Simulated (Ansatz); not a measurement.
**Input and output of a self-consistent single point for Ba₂H₃I (P-3m1, 6 atoms in the cell) (Ansatz, an electronic-structure program)**

Computed with LDA (PW92), default PAW files made with PBE (plane waves; Ansatz).

Input as run:

Ansatz 0.2 input:
```yaml
crystal:
  lattice:
    - [4.513718, 0.000000, 0.000000]
    - [-2.256859, 3.908995, 0.000000]
    - [0.000000, 0.000000, 8.078952]
  atoms:
    - { symbol: Ba, position: [0.666667, 0.333333, 0.684720] }
    - { symbol: Ba, position: [0.333333, 0.666667, 0.315280] }
    - { symbol: H, position: [0.666667, 0.333333, 0.356100] }
    - { symbol: H, position: [0.333333, 0.666667, 0.643900] }
    - { symbol: H, position: [0.000000, 0.000000, 0.500000] }
    - { symbol: I, position: [0.000000, 0.000000, 0.000000] }
basis:
  ecutwfc: 420.0 eV
kpoints:
  mp_grid: { grid: [6, 6, 3] }
hamiltonian:
  xc: lda
  pseudopotentials: { kind: paw }
scf:
  occupations: { method: fixed }
output:
  forces: true
  eigenvalues: true
  stress: true
```

Output (repeated stretches shortened):

```
WARN the atoms were moved onto the symmetric positions of the space group found under crystal.symmetry.tolerance 1.0e-5 (fractional …
WARN ansatz: RAYON_NUM_THREADS=1 ignored (pool sized by the plan → 1); use --threads N
Pseudopotentials: kind: paw
Pseudopotential: Ba, paw, valence charge 10
Pseudopotential: H, paw, valence charge 1
Pseudopotential: I, paw, valence charge 17
Crystal: 6 atoms, lattice volume = 142.546 Å³
Basis set: ecut = 420 eV, 2781 PW (Γ)
Bands: 26, of which v1, the nominal top of the filled ones, is band 20 counted from 1 (19 counted from 0)
Symmetry: 12 space group operations
Space group: P-3m1 (ITA 164), of the structure as read, at distance tolerance 5.2e-5 Å
k-points: 17 of 108
PAW frozen core: Ba, regenerated for the run's functional, and the local potential with it
PAW frozen core: I, regenerated for the run's functional, and the local potential with it
Initial density: superposition of atomic densities (neutral atoms: chi_scale 0, normalization atom), corrected by the library's trained network
Initial wavefunctions: pseudopotential atomic-orbital guess
Eigensolver: davidson
Functional: x = slater, c = lda
SCF iter   1: F=—  HF=-18967.468872 eV  |F-HF|=—  |Δ(HF+E_count)|=         —  Δρ=8.34e-3  dr2=8.63e-2  ethr=1.77e-3  ⟨swp⟩=5.9  Hψ=1932  notcnv=0  defer=62
all-band conjugate gradients solve this SCF's bands
preconditioner: auto → Resta (q_TF=auto, 2.208 Å⁻¹)
SCF iter   2: F=—  HF=-18967.443928 eV  |F-HF|=—  |Δ(HF+E_count)|=   2.49e-2  Δρ=3.35e-3  dr2=1.40e-2  ethr=2.16e-4  ⟨swp⟩=2.2  Hψ=673  notcnv=0  defer=67
SCF iter   3: F=—  HF=-18967.440056 eV  |F-HF|=—  |Δ(HF+E_count)|=   3.87e-3  Δρ=4.73e-4  dr2=2.20e-4  ethr=3.51e-5  ⟨swp⟩=3.1  Hψ=663  notcnv=0  defer=67
SCF iter   4: F=—  HF=-18967.440059 eV  |F-HF|=—  |Δ(HF+E_count)|=   2.91e-6  Δρ=1.19e-4  dr2=2.72e-5  ethr=5.51e-7  ⟨swp⟩=2.1  Hψ=744  notcnv=0  defer=67
SCF iter   5: F=—  HF=-18967.440053 eV  |F-HF|=—  |Δ(HF+E_count)|=   5.86e-6  Δρ=2.40e-5  dr2=1.32e-6  ethr=6.79e-8  ⟨swp⟩=2.1  Hψ=718  notcnv=0  defer=66
SCF iter   6: F=-18967.440053 eV  HF=-18967.440053 eV  |F-HF|=9.94e-9  |Δ(HF+E_count)|=   7.60e-8  Δρ=4.70e-6  dr2=2.49e-8  ethr=2.50e-10  ⟨swp⟩=15.9  Hψ=3633  notcnv=0
SCF 1 converged in 6 iterations: F = -18967.440053 eV  dr2 = 2.49e-8
SCF converged after 6 iterations
Free energy (F): -18967.440053 eV
Harris-Foulkes:  -18967.440053 eV  (|F-HF|=9.94e-9)
Internal energy: -18967.440053 eV  (E = F + TS)
E sigma→0 (E₀):  -18967.440053 eV
Fermi energy:    6.468896 eV
--- Per-component energies (eV) ---
  E_band       = -509.428969
  E_kinetic    = 564.449336
  E_local      = -2858.275510  (includes V_loc(G=0)·N_el)
  E_nonlocal   = 38.291199
  E_hartree    = 1340.244956
  E_xc         = -487.472539
  E_vxc        = -434.826938  (∫ρ·V_xc dr)
  E_paw        = -14777.038512  (= ΣΔE_a)
  E_vpaw       = -499.558088  (= ΣTr[D̂ρ^β])
  E_aug_tail   = -0.002993  (compensation charges beyond the density's cutoff)
  E_ewald      = -2788.982237
  E_core_change = 1.346246  (= ΣΔE_core)
  E_smearing   = -0.000000  (= −TS)
  E_closure    = 0.000000  (closes the sum)
  Σ components = -18967.440053   (vs F -18967.440053, Δ=0.00e0)
--- Forces (eV/Å), atoms counted from 1 ---
  atom   1  Ba    -0.00000000     0.00000000    -0.01551989
  atom   2  Ba     0.00000000    -0.00000000     0.01551989
  atom   3  H      0.00000000    -0.00000000     0.06098871
  atom   4  H      0.00000000     0.00000000    -0.06098871
  atom   5  H      0.00000000    -0.00000000     0.00000000
  atom   6  I     -0.00000000    -0.00000000     0.00000000
  max |Σ_I F_I| component: 1.85e-17 eV/Å
--- Stress (GPa, compression-positive) ---
       -2.725638       0.000000      -0.000000
        0.000000      -2.725638       0.000000
       -0.000000      -0.000000      -2.843988
  P = ⅓ Tr σ = -2.7651 GPa (-27.651 kbar)
  The stress holds the Pulay correction. Without it, at fixed plane waves, as pw.x and ABINIT print it: P = -2.8068 GPa
--- Band table (eV; the first three rows and the last of 17) ---
  k-point 0: bands = ["-38.7722", "-38.7687", "-38.7687", "-38.7483", "-38.7483", "-20.8630", "-20.7711", "-7.1552", "-5.8998", "-5.8632", "-5.8632", "-5.8319", "-5.7320", "-5.7320", "2.7098", "2.8772", "4.1520", "4.1520", "4.2875", "6.4369", [...]
  k-point 1: bands = ["-38.7722", "-38.7687", "-38.7687", "-38.7483", "-38.7483", "-20.8620", "-20.7722", "-7.0638", "-6.3209", "-5.8639", "-5.8639", "-5.7312", "-5.7312", "-5.4830", "2.1225", "3.5873", "4.1381", "4.1381", "4.2733", "6.4689", [...]
  k-point 2: bands = ["-38.7722", "-38.7687", "-38.7687", "-38.7483", "-38.7483", "-20.8505", "-20.7695", "-7.0640", "-6.1520", "-6.0314", "-5.8996", "-5.7707", "-5.7402", "-5.6178", "2.9006", "2.9841", "3.9073", "4.0530", "4.2358", "5.8165", [...]
  k-point 16: bands = ["-38.7721", "-38.7687", "-38.7687", "-38.7482", "-38.7482", "-20.7850", "-20.7850", "-6.7701", "-6.3387", "-6.3387", "-6.1695", "-5.8419", "-5.8419", "-5.6550", "3.0023", "3.0023", "3.2429", "4.5229", "4.6427", "4.6427", [...]
```

The run converged in 6 iterations.

The starting cell comes from a database of computed structures (which also holds hypothetical and non-ambient phases and stackings), without a prior relaxation at this level. Its lattice was rescaled by up to half a per cent. Spin-orbit coupling is off. Ansatz's pressure includes its estimate of the finite-basis (Pulay) stress.
